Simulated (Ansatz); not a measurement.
The parent structure is Mg in the hcp (Mg type) structure (space group P6_3/mmc, No. 194; a = 3.175 Å, c = 5.163 Å; relaxed with 0.1 eV smearing). Axes: x lies along a and z along c of the hexagonal cell.

The values are results of PBEsol (Ansatz, a program for electronic structure), no SOC, not measurements.

It is then changed as follows: tensile biaxial strain of 0.50 % in the plane normal to [001], as in epitaxy on a mismatched substrate; the out-of-plane cell vector and the atoms relax.

### Question
Predict the new out-of-plane strain and in-plane stress.

### Answer
The out-of-plane strain is -0.30 %; the mean in-plane stress (compression positive) comes out as -0.4 GPa.

No phonon test of stability was made.
